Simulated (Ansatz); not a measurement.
System: L1₀ (CuAu-type) FePt. Method: RPBE (Ansatz, a program for electronic structure, PAW).

Numerical settings: plane-wave cutoff 520 eV, 20×20×16 k mesh (along the axes of the cell as run), Fermi–Dirac smearing 0.05 eV, spin-polarised with parallel moments, scalar-relativistic PAW data made under PBE.

The cell is scaled about its equilibrium volume:

Shape and atoms are relaxed at each volume.

```json
[
 {"V (Å³/atom)": "13.803", "P (GPa)": "8.31", "moment (μB per cell of 2 atoms)": "3.30", "c (Å)": "3.743", "a (Å)": "2.716"},
 {"V (Å³/atom)": "14.090", "P (GPa)": "3.90", "moment (μB per cell of 2 atoms)": "3.34", "c (Å)": "3.768", "a (Å)": "2.735"},
 {"V (Å³/atom)": "14.378", "P (GPa)": "0.00", "moment (μB per cell of 2 atoms)": "3.37", "c (Å)": "3.792", "a (Å)": "2.754"},
 {"V (Å³/atom)": "14.665", "P (GPa)": "-3.46", "moment (μB per cell of 2 atoms)": "3.41", "c (Å)": "3.815", "a (Å)": "2.773"},
 {"V (Å³/atom)": "14.953", "P (GPa)": "-6.52", "moment (μB per cell of 2 atoms)": "3.44", "c (Å)": "3.838", "a (Å)": "2.791"}
]
```

Note: the bulk modulus comes from volumes at which shape and atoms were relaxed.
